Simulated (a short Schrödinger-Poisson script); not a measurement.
## Symmetric double-gate stack, HfO2 on p-type Si(110)

Structure: symmetric double-gate stack, HfO2 on p-type Si(110), at 400 K.

```csv
layer,material,thickness (nm),Na (cm⁻³)
1,HfO2,5.5,-
2,Si,20,8e16
3,HfO2,5.5,-
```

Constants are typed, rounded textbook-type inputs, not results; the design itself was drawn at random and stands for no fabricated device. HfO2: permittivity 22, conduction-band edge (eV) 1.55, gap (eV) 5.7, electron mass (mₑ) 0.2. Si: permittivity 11.7, conduction-band edge (eV) 0, gap (eV) 1.124, Nv at 300 K (cm⁻³) 3.1e19.

Channel valleys (confinement mass, in-plane density-of-states mass, number): Δ4 0.315, 0.324, 4; Δ2 0.19, 0.417, 2. At the gates, both at one voltage, the conduction-band edge of layer 1 lies 2.05 eV − eVg above the Fermi level of the channel. Gaps are held at their typed values at every temperature. Mesh 0.03 nm at interfaces.

From a short Schrödinger-Poisson script (our own, NumPy): 1D Poisson equation in equilibrium, electrons quantum, Hartree (BenDaniel-Duke, 12 states a valley, the channel's in-plane mass for all, wave functions ending at the dielectric), parabolic valleys, classical holes, full ionisation, no traps, pinning or gate leakage.

```csv
Vg (V),electrons (cm⁻²),C (μF/cm²),Δ4 E0 (meV),Δ4 E1 (meV),Δ2 E0 (meV),Δ2 E1 (meV)
0.2,8.86e9,0.0412,312.5,320.4,314.5,328.3
0.25,3.61e10,0.161,264.1,271.9,266.1,279.8
0.3,1.32e11,0.511,219.8,227.0,221.9,234.9
0.35,3.80e11,1.12,184.2,189.8,186.4,197.9
0.4,8.26e11,1.74,158.3,161.9,161.2,170.4
0.45,1.45e12,2.24,139.0,140.9,143.5,150.2
0.5,2.21e12,2.64,123.5,124.3,130.3,134.9
0.55,3.09e12,2.97,110.4,110.8,119.8,122.9
0.6,4.05e12,3.24,99.2,99.4,111.0,113.2
0.65,5.10e12,3.46,89.5,89.6,103.6,105.1
0.7,6.21e12,3.65,81.0,81.0,97.2,98.2
0.75,7.38e12,3.82,73.5,73.5,91.6,92.4
0.8,8.59e12,3.95,66.7,66.7,86.7,87.2
0.85,9.84e12,4.08,60.6,60.6,82.3,82.7
0.9,1.11e13,4.18,55.0,55.0,78.4,78.7
0.95,1.25e13,4.27,49.9,49.9,74.8,75.1
1,1.38e13,4.36,45.1,45.1,71.6,71.9
1.05,1.52e13,4.43,40.7,40.7,68.7,68.9
1.1,1.66e13,4.50,36.6,36.6,66.0,66.2
1.15,1.80e13,4.56,32.7,32.7,63.5,63.6
1.2,1.94e13,4.62,29.0,29.0,61.2,61.3
```

Subbands count from the Fermi level. The capacitance is that of both gates.
